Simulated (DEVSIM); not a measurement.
Device: Pd/HfO2/n-GaAs capacitor, at 300 K.

Layer 1 from the left is HfO2, thickness (nm) 11.0. Layer 2 from the left is GaAs, thickness (nm) 7800, Nd (cm⁻³) 6.9e15.

Metal gate on the left, work function 5.2 eV. Fixed charge at the semiconductor interface 0 cm⁻² (in units of +e); no interface traps.

This is a model device: material constants are rounded textbook-type values typed into the input, and sizes, dopings and lifetimes were drawn at random. Values at 300 K.

HfO2: gap (eV) 5.7, affinity (eV) 2.5, permittivity 22. GaAs: gap (eV) 1.424, affinity (eV) 4.07, permittivity 12.9, Nc (cm⁻³) 4.7e17, Nv (cm⁻³) 9e18.

Q: Estimate by hand the flat-band voltage, the threshold voltage, and compare with a numerical solution.

A: 
- Flat-band voltage: C = 1.77 μF/cm², work-function difference 1.021 V; VFB = φms − qNf/C = 1.02 V; numerical 1.02 V.
- Threshold voltage: φF = 0.565 V, depletion charge √(4εqNφF) = 5.34e-8 C/cm²; VT = VFB − 2φF − Qd/C = -0.14 V; numerical -0.14 V.

Simulated with DEVSIM: 1D Poisson equation in equilibrium, Boltzmann statistics, complete ionisation; no quantum confinement or tunnelling. Metal contacts follow the ideal Schottky-Mott rule: no Fermi-level pinning, no interface dipoles.
